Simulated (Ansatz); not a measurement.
An Ansatz (a first-principles code) input (Ansatz, PBE, PAW, cutoff 420 eV, without spin-orbit coupling):

Ansatz 0.2 input:
```yaml
crystal:
  lattice:
    - [-2.9209579946, 2.9209579946, 5.800255736]
    - [2.9209579946, -2.9209579946, 5.800255736]
    - [2.9209579946, 2.9209579946, -5.800255736]
  atoms:
    - { symbol: Ga, position: [0.5, 0.5, 0] }
    - { symbol: Ga, position: [0.25, 0.75, 0.5] }
    - { symbol: Cu, position: [0, 0, 0] }
    - { symbol: Cu, position: [0.75, 0.25, 0.5] }
    - { symbol: Se, position: [0.875, 0.8812174398, 0.5062174398] }
    - { symbol: Se, position: [0.1187825602, 0.625, 0.9937825602] }
    - { symbol: Se, position: [0.375, 0.3687825602, 0.4937825602] }
    - { symbol: Se, position: [0.6312174398, 0.125, 0.0062174398] }
basis: { ecutwfc: 420, ecutrho_ratio: 4, xc_grid: 2, fft_grid_basis: typed }
kpoints: { mp_grid: { grid: [8, 8, 8] } }
hamiltonian:
  xc: pbe
  dispersion: none
  pseudopotentials: { kind: paw }
scf: { occupations: { method: fermi_dirac, width: 0.05 }, convergence: { dr2_threshold: 0.0000000008 } }
relax: { f_tol: 0.005, max_steps: 50 }
output: { forces: true, stress: true }
checkpoint: { write: state.ck, write_every: 1000 }
```

**Question.** Which symmetry and how many k-points will the program report, and about how many plane waves at Γ?

**Answer.** Space group I-42d (ITA 122) with 8 operations, k-points 59 of 512, and 3827 plane waves at Γ.

**Question.** And the final pressure?

**Answer.** -4.30 GPa (compression positive).

The cells carry an imposed strain or load. Stability against distortions was not tested. All final runs are without spin polarisation. The cell was made from GaCuSe$_{2}$ in the chalcopyrite structure (space group I-42d, No. 122) by this change: isotropic strain +3.00 %.
